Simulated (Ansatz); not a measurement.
Rock-salt TaC: LA phonon frequency at X by level of theory

No measured value is used here.

```csv
level (code),value (cm⁻¹),cell (Å³/atom)
LDA (Ansatz),?,10.75
BLYP (Ansatz),?,11.57
PBE (Ansatz),172,11.21
PBEsol (Ansatz),177,10.94
revPBE (Ansatz),169,11.31
RPBE (Ansatz),168,11.35
PBE-D3(BJ) (Ansatz),178,10.97
```

What belongs in the gaps?


- LDA (Ansatz, a first-principles code), value (cm⁻¹): 181
- BLYP (Ansatz), value (cm⁻¹): 162

Density-functional levels without +SOC have no spin–orbit coupling. PBE-D3(BJ): the dispersion coefficients are held fixed in the derivatives. Each level is taken at its own relaxed cell. Cutoffs differ between the levels. Ansatz's density-functional and Hartree–Fock values are scalar-relativistic unless marked +SOC, with PAW data made under PBE.
